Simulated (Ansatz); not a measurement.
Structures of equal composition on the (110) surface of bcc Nb: a layer of Sn in place of the second plane; a layer of Sn in place of the third plane. The slabs share one bottom face, and each structure is named by its start. These are constructed structures in small cells; real faces may alloy, dewet or reconstruct in larger ones, and not all known structures of the face are among them. Slabs of about 11 Å with all that they carry, Fermi-Dirac smearing of 0.1 eV. Bottom of the slabs: a bare face, its two planes held. Relaxed from the named starts with such symmetry as they have, on meshes of like density; energies extrapolated to zero smearing; no spin-orbit coupling, no U. Spin-polarised runs, if any, are marked in brackets, and their order is one that fits the cell; the others ran without spin.

Computed with PBE (plane waves to 420 eV, PAW; Ansatz, an electronic-structure program).

Task: Rank these by energy per 1x1 cell (lowest first), as PBE gives it.

Result: a layer of Sn in place of the third plane (0.000 eV), a layer of Sn in place of the second plane (0.377 eV)
